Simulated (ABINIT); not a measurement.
ABINIT run on KTlSe₂ (I4/mcm, 8 atoms in the cell): self-consistent single point.

Method: LDA (PW92), norm-conserving pseudopotentials (PseudoDojo nc-sr-04 LDA standard) (plane waves; ABINIT).

The change in words: lattice scaled by 0.98. Reference geometry:
```yaml
crystal:
  lattice:
    - [-4.06792, 4.06792, 3.56623]
    - [4.06792, -4.06792, 3.56623]
    - [4.06792, 4.06792, -3.56623]
  atoms:
    - { symbol: K, position: [0.25000, 0.25000, 0.00000] }
    - { symbol: K, position: [0.75000, 0.75000, 0.00000] }
    - { symbol: Tl, position: [0.75000, 0.25000, 0.50000] }
    - { symbol: Tl, position: [0.25000, 0.75000, 0.50000] }
    - { symbol: Se, position: [0.67640, 0.17640, 0.85280] }
    - { symbol: Se, position: [0.32360, 0.82360, 0.14720] }
    - { symbol: Se, position: [0.17640, 0.32360, 0.50000] }
    - { symbol: Se, position: [0.82360, 0.67640, 0.50000] }
```

Reference input (self-consistent single point, DFT, LDA (PW92), plane waves, norm-conserving pseudopotentials (PseudoDojo nc-sr-04 LDA standard)): pseudos = [K.upf, Tl.upf, Se.upf]; ecut = 1170 eV; ixc = 7; occopt = 1; ngkpt = 3 3 3; nshiftk = 1; shiftk = 0 0 0; potentials = PseudoDojo nc-sr-04 LDA standard; nband = 58; kptopt = 1; nstep = 50; toldfe = 1e-09 Ha. This run's input differs from it in these lines:

```diff
@@ -3,7 +3,7 @@
 pseudos "K.upf, Tl.upf, Se.upf"
-acell 6.7685963811 6.7685963811 6.7685963811 Angstrom
+acell 6.6332246560 6.6332246560 6.6332246560 Angstrom
 rprim
-        -0.6009983121    0.6009983121    0.5268795477
-         0.6009983121   -0.6009983121    0.5268795477
-         0.6009983121    0.6009983121   -0.5268795477
+        -0.6009983389    0.6009983389    0.5268794864
+         0.6009983389   -0.6009983389    0.5268794864
+         0.6009983389    0.6009983389   -0.5268794864
 natom 8
@@ -13,10 +13,10 @@
 xcart
-        -0.0000000000    0.0000000000    1.7831175000
-        -0.0000000000    0.0000000000    5.3493525000
-        -0.0000000000    4.0679150000    1.7831175000
-         4.0679150000    0.0000000000    1.7831175000
-         1.4351604120    5.5030754120    0.0000000000
-         2.6327545880   -1.4351604120    3.5662350000
-         2.6327545880    1.4351604120   -0.0000000000
-         1.4351604120    2.6327545880    3.5662350000
+        -0.0000000000   -0.0000000000    1.7474550000
+        -0.0000000000   -0.0000000000    5.2423650000
+        -0.0000000000    3.9865570000    1.7474550000
+         3.9865570000    0.0000000000    1.7474550000
+         1.4064573096    5.3930143096   -0.0000000000
+         2.5800996904   -1.4064573096    3.4949100000
+         2.5800996904    1.4064573096   -0.0000000000
+         1.4064573096    2.5800996904    3.4949100000
       Angstrom
```

Log, with long lists cut:

```
--- !BeginCycle
solver: {iscf: 7, nstep: 50, nline: 4, wfoptalg: 0, }
tolerances: {toldfe: 1.00E-09, }
...

     iter   Etot(hartree)      deltaE(h)  residm     vres2
 ETOT  1  -654.14008363182    -6.541E+02 1.559E+00 1.235E+04
 ETOT  2  -665.30823389494    -1.117E+01 2.675E-02 1.192E+04
 ETOT  3  -665.98970885995    -6.815E-01 1.234E-02 2.061E+03
 ETOT  4  -666.06019206230    -7.048E-02 2.605E-03 8.683E+02
 ETOT  5  -666.10266894263    -4.248E-02 2.200E-03 1.001E+02
   [... 4 lines left out ...]
 ETOT 10  -666.10801839467    -2.263E-07 6.812E-04 5.777E-05
 ETOT 11  -666.10801840215    -7.477E-09 2.004E-04 4.630E-06
 ETOT 12  -666.10801840255    -3.982E-10 3.886E-04 8.491E-07
 ETOT 13  -666.10801840263    -8.401E-11 1.362E-04 1.293E-08
 At SCF step   13, etot is converged :
  for the second time, diff in etot=  8.401E-11 < toldfe=  1.000E-09

 Cartesian components of stress tensor (hartree/bohr^3)
  sigma(1 1)=  9.97961417E-06  sigma(3 2)=  0.00000000E+00
  sigma(2 2)=  9.97961417E-06  sigma(3 1)=  0.00000000E+00
  sigma(3 3)= -4.82129283E-06  sigma(2 1)=  0.00000000E+00

 ----iterations are completed or convergence reached----

 reduced coordinates (array xred) for    8 atoms
       0.250000000010      0.250000000010      0.000000000000
       0.750000000010      0.750000000010      0.000000000000
       0.750000000010      0.250000000010      0.500000000000
       0.250000000010      0.750000000010      0.500000000000
       0.676400000013      0.176400000013      0.852800000005
       0.323600000008      0.823600000008      0.147199999995
   [... lines left out ...]
 Fermi (or HOMO) energy (eV) =   3.08794   Average Vxc (eV)=  -9.89340
   [... lines left out ...]
total_energy        : -6.66108018402632E+02
total_energy_eV     : -1.81257209809780E+04
band_energy         : -7.94560622167604E+01
...

-Cartesian components of stress tensor (GPa)         [Pressure= -1.4846E-01 GPa]
- sigma(1 1)=  2.93610336E-01  sigma(3 2)=  0.00000000E+00
- sigma(2 2)=  2.93610336E-01  sigma(3 1)=  0.00000000E+00
- sigma(3 3)= -1.41847308E-01  sigma(2 1)=  0.00000000E+00

 Calculation completed.
```

The run converged in 13 iterations. Against the reference run the free energy goes down by 14.6 meV/atom, the pressure goes from -2.43 to -0.15 GPa, the largest force goes from 0.153 to 0.278 eV/Å and the gap on the mesh goes from 1.020 to 1.157 eV.

The starting cell comes from a database of computed structures (which also holds hypothetical and non-ambient phases and stackings), without a prior relaxation at this level. For this run, on top of that: lattice scaled by 0.98. Spin-orbit coupling is off.

Cost on one core of a shared machine: roughly 7 min.
